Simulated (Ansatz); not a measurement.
Consider PbSe in the rock salt structure (space group Fm-3m, No. 225; a = 6.102 Å). Axes: x, y, z lie along the cube axes.

All numbers come from plane-wave PAW DFT at the PBEsol level (Ansatz, a program for electronic structure, 420 eV), no SOC.

One thing is altered: a free-standing slab of 4 layers (8 atoms, 2 a layer) is cut normal to the z axis, with 15 Å of vacuum and the in-plane cell held at bulk.

**Question.** Estimate the effect on the gap character and change of the spacing d12 from its bulk value of 3.051 Å.

**Answer.** The gap character is direct at Γ–X (83 % along); the change of the spacing d12 from its bulk value of 3.051 Å comes out as -6.0 %.

Spin-orbit coupling, missing from the scalar runs, can matter with Pb. Whether these cells are dynamically stable was not tested. Labels are those of the standard path for the cell's own space group.
